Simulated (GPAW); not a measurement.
Input and output of a self-consistent single point for NiSb3 (Im-3, 16 atoms in the cell) (GPAW)

Method of the run: LDA (Perdew-Wang 92), GPAW PAW datasets LDA (gpaw-data 1.0.1) (plane waves; GPAW).

Input as run:

```python
from ase import Atoms
from ase.units import GPa
from gpaw import GPAW

atoms = Atoms(['Ni', 'Ni', 'Ni', 'Ni', 'Sb', 'Sb', 'Sb', 'Sb', 'Sb', 'Sb', 'Sb', 'Sb', 'Sb', 'Sb', 'Sb', 'Sb'],
              cell=[[-4.592730, 4.592730, 4.592730],
                    [4.592730, -4.592730, 4.592730],
                    [4.592730, 4.592730, -4.592730]],
              scaled_positions=[[0.000000, 0.000000, 0.500000],
                                [0.500000, 0.500000, 0.500000],
                                [0.000000, 0.500000, 0.000000],
                                [0.500000, 0.000000, 0.000000],
                                [0.158730, 0.821780, 0.663050],
                                [0.841270, 0.178220, 0.336950],
                                [0.158730, 0.495680, 0.336950],
                                [0.841270, 0.504320, 0.663050],
                                [0.663050, 0.158730, 0.821780],
                                [0.336950, 0.841270, 0.178220],
                                [0.336950, 0.158730, 0.495680],
                                [0.663050, 0.841270, 0.504320],
                                [0.821780, 0.663050, 0.158730],
                                [0.178220, 0.336950, 0.841270],
                                [0.495680, 0.336950, 0.158730],
                                [0.504320, 0.663050, 0.841270]],
              pbc=True)

calc = GPAW(mode={'name': 'pw', 'ecut': 850},
            xc='LDA',
            kpts=(3, 3, 3),
            occupations={'name': 'fermi-dirac', 'width': 0.1},
            nbands=-24,
            symmetry={'symmorphic': False, 'tolerance': 0.0005},
            maxiter=120,
            txt='-')

atoms.calc = calc

energy = atoms.get_potential_energy()
print('Energy (eV):', round(energy, 6))
forces = atoms.get_forces()
print('Forces (eV/Ang):')
print(forces.round(5))
stress = atoms.get_stress()
print('Stress (GPa, Voigt):', (stress / GPa).round(4))
```

The program printed (abridged):

```
Input parameters:
  kpts: [3 3 3]
  maxiter: 120
  mode: {ecut: 850,
         name: pw}
  nbands: -24
  occupations: {name: fermi-dirac,
                width: 0.1}
  symmetry: {symmorphic: False,
             tolerance: 0.0005}

species:
  Ni:
    name: Nickel
    Z: 28.0
    valence: 16
    core: 12
    charge: 0.0
    file: Ni.LDA.gz

    # Using partial waves for Ni as LCAO basis

  Sb:
    name: Antimony
    Z: 51.0
    valence: 15
    core: 36
    charge: 0.0
    file: Sb.LDA.gz

    # Using partial waves for Sb as LCAO basis

Reference energy: -2278791.619152  # eV

Spin-paired calculation

Convergence criteria:
 Maximum [total energy] change in last 3 cyles: 0.0005 eV / valence electron
 Maximum integral of absolute [dens]ity change: 0.0001 electrons / valence electron
 Maximum integral of absolute [eigenst]ate change: 4e-08 eV^2 / valence electron
 Maximum number of scf [iter]ations: 120

Symmetries present (total): 24
Symmetries with fractional translations: 0
27 k-points: 3 x 3 x 3 Monkhorst-Pack grid
4 k-points in the irreducible part of the Brillouin zone
       k-points in crystal coordinates                weights
   0:     0.00000000    0.00000000    0.00000000          1/27
   1:     0.33333333    0.00000000    0.00000000         12/27
   2:     0.33333333    0.33333333   -0.33333333          6/27
   3:     0.33333333    0.33333333    0.33333333          8/27

Wave functions: Plane wave expansion
  Cutoff energy: 850.000 eV
  Number of coefficients (min, max): 21769, 21827
  Pulay-stress correction: 0.000000 eV/Ang^3 (de/decut=0.000000)

Occupation numbers: Fermi-Dirac:
  width: 0.1000  # eV

Eigensolver

Densities:
  Coarse grid: 54*54*54 grid
  Fine grid: 108*108*108 grid
  Total Charge: 0.000000

Density mixing:
  Method: separate
  Backend: pulay
  Linear mixing parameter: 0.05
  old densities: 5
  Damping of long wavelength oscillations: 50

Hamiltonian:
  XC and Coulomb potentials evaluated on a 108*108*108 grid
  External potential:
    NoExternalPotential

Number of atoms: 16
Number of atomic orbitals: 156
Number of bands in calculation: 146
Number of valence electrons: 244
Bands to converge: occupied

Density initialized from atomic densities
  146 bands from LCAO basis set

Atomic positions and initial magnetic moments

Positions:
   0 Ni     2.296365    2.296365   -2.296365    ( 0.0000,  0.0000,  0.0000)
   1 Ni     2.296365    2.296365    2.296365    ( 0.0000,  0.0000,  0.0000)
   2 Ni     2.296365   -2.296365    2.296365    ( 0.0000,  0.0000,  0.0000)
   3 Ni    -2.296365    2.296365    2.296365    ( 0.0000,  0.0000,  0.0000)
   4 Sb     6.090419    0.000000    1.458008    ( 0.0000,  0.0000,  0.0000)
   5 Sb    -1.497689    4.592730    3.134722    ( 0.0000,  0.0000,  0.0000)
   6 Sb     3.095041    0.000000    1.458008    ( 0.0000,  0.0000,  0.0000)
   7 Sb     1.497689    4.592730    3.134722    ( 0.0000,  0.0000,  0.0000)
   8 Sb     1.458008    6.090419    0.000000    ( 0.0000,  0.0000,  0.0000)
   9 Sb     3.134722   -1.497689    4.592730    ( 0.0000,  0.0000,  0.0000)
  10 Sb     1.458008    3.095041    0.000000    ( 0.0000,  0.0000,  0.0000)
  11 Sb     3.134722    1.497689    4.592730    ( 0.0000,  0.0000,  0.0000)
  12 Sb     0.000000    1.458008    6.090419    ( 0.0000,  0.0000,  0.0000)
  13 Sb     4.592730    3.134722   -1.497689    ( 0.0000,  0.0000,  0.0000)
  14 Sb     0.000000    1.458008    3.095041    ( 0.0000,  0.0000,  0.0000)
  15 Sb     4.592730    3.134722    1.497689    ( 0.0000,  0.0000,  0.0000)

Unit cell:
           periodic     x           y           z      points  spacing
  1. axis:    yes   -4.592730    4.592730    4.592730    54     0.1203
  2. axis:    yes    4.592730   -4.592730    4.592730    54     0.1203
  3. axis:    yes    4.592730    4.592730   -4.592730    54     0.1203

  Lengths:   7.954842   7.954842   7.954842
  Angles:  109.471221 109.471221 109.471221

Effective grid spacing dv^(1/3) = 0.1350

     iter     time        total  log10-change:
                         energy   eigst   dens
iter:   1 --:--:--  -106.171330
iter:   2 --:--:--  -101.726913   -0.11  -1.48
iter:   3 --:--:--   -98.676175   -0.72  -1.51
iter:   4 --:--:--  -102.031830   -1.29  -1.61
iter:   5 --:--:--   -98.868454   -1.63  -1.63
iter:   6 --:--:--  -104.164919   -0.90  -1.97
iter:   7 --:--:--  -101.377226   -2.20  -1.52
iter:   8 --:--:--  -103.087864   -2.42  -1.66
iter:   9 --:--:--   -98.377404   -0.72  -1.58
iter:  10 --:--:--   -98.102557   -2.27  -2.04
iter:  11 --:--:--   -97.851063   -2.65  -2.16
iter:  12 --:--:--   -97.821712   -2.60  -2.52
iter:  13 --:--:--   -97.889098c  -2.96  -2.88
iter:  14 --:--:--   -97.807131c  -3.01  -2.57
iter:  15 --:--:--   -97.808283c  -4.37  -3.03
iter:  16 --:--:--   -97.807828c  -4.58  -3.17
iter:  17 --:--:--   -97.806968c  -5.10  -3.23
iter:  18 --:--:--   -97.806946c  -5.88  -3.27
iter:  19 --:--:--   -97.806572c  -5.52  -3.32
iter:  20 --:--:--   -97.806446c  -5.89  -3.47
iter:  21 --:--:--   -97.806169c  -5.73  -3.53
iter:  22 --:--:--   -97.806075c  -6.27  -3.64
iter:  23 --:--:--   -97.806090c  -6.01  -3.75
iter:  24 --:--:--   -97.806120c  -6.86  -4.07c
iter:  25 --:--:--   -97.806116c  -5.96  -4.18c
iter:  26 --:--:--   -97.806108c  -7.07  -4.47c
iter:  27 --:--:--   -97.806092c  -8.11c -4.50c

Converged after 27 iterations.

Dipole moment: (-0.000000, 0.000000, 0.000000) |e|*Ang

Energy contributions relative to reference atoms: (reference = -2278791.619152)

Kinetic:         +1.320040
Potential:       +0.773297
External:        +0.000000
XC:            -101.967340
Entropy (-ST):   -0.315152
Local:           +2.225488
SIC:             +0.000000
--------------------------
Free energy:    -97.963668
Extrapolated:   -97.806092

Showing only first 2 kpts
 Kpt  Band  Eigenvalues  Occupancy
  0   120      6.33128    1.99968
  0   121      6.33128    1.99968
  0   122      6.88960    1.91905
  0   123      7.08446    1.54311

  1   120      6.71387    1.98555
  1   121      7.09220    1.51525
  1   122      7.43010    0.19256
  1   123      7.43690    0.18105

Fermi level: 7.20617

No gap
No difference between direct/indirect transitions
Energy (eV): -97.806092

Forces in eV/Ang:
  0 Ni   -0.00000    0.00000    0.00000
  1 Ni    0.00000    0.00000    0.00000
  2 Ni    0.00000    0.00000    0.00000
  3 Ni    0.00000   -0.00000    0.00000
  4 Sb   -0.05361   -0.00000    0.10558
  5 Sb    0.05361    0.00000   -0.10558
  6 Sb    0.05361   -0.00000    0.10558
  7 Sb   -0.05361    0.00000   -0.10558
  8 Sb    0.10558   -0.05361    0.00000
  9 Sb   -0.10558    0.05361   -0.00000
 10 Sb    0.10558    0.05361   -0.00000
 11 Sb   -0.10558   -0.05361   -0.00000
 12 Sb   -0.00000    0.10558   -0.05361
 13 Sb    0.00000   -0.10558    0.05361
 14 Sb    0.00000    0.10558    0.05361
 15 Sb    0.00000   -0.10558   -0.05361

Stress tensor:
     0.026769    -0.000000    -0.000000
    -0.000000     0.026769     0.000000
    -0.000000     0.000000     0.026769
Stress (GPa, Voigt): [ 4.2889  4.2889  4.2889  0.     -0.     -0.    ]
```

The run converged in 27 iterations. GPAW prints stress with tension positive.

The starting cell comes from a database of computed structures (which also holds hypothetical and non-ambient phases and stackings), without a prior relaxation at this level. Spin-orbit coupling is off. Spin polarisation is off. With a pressure of about -4 GPa the cell is away from its equilibrium volume at this level.

Cost on one core of a shared machine: roughly 10 min.
